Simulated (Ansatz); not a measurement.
SiO2 (P4₁2₁2, No. 92), treated with RPBE in Ansatz (PAW).

Settings: plane-wave cutoff 520 eV, 8×8×6 k mesh (along the axes of the cell as run), Fermi–Dirac smearing 0.01 eV, scalar-relativistic PAW data made under PBE.

The cell is scaled about its equilibrium volume:

Shape and atoms are relaxed at each volume.

```tsv
V (Å³/atom)	P (GPa)	direct gap at Γ (eV)	c (Å)	a (Å)
15.207	0.77	5.630	7.070	5.080
15.523	0.36	5.590	7.132	5.111
15.840	-0.01	5.550	7.192	5.141
16.157	-0.37	5.509	7.250	5.171
16.474	-0.70	5.468	7.308	5.201
```

A straight line through the gaps at Γ against ln V gives a volume deformation potential dE_g(Γ)/d ln V of -2.0 eV: the gap at Γ widens under compression.

Note: the cell is over a tenth larger than the published one: the level's own overestimate first of all, though another phase or state, or a fault of the published cell, is possible; the bulk modulus comes from volumes at which shape and atoms were relaxed.

Ansatz is a quantum-chemistry and plane-wave program.
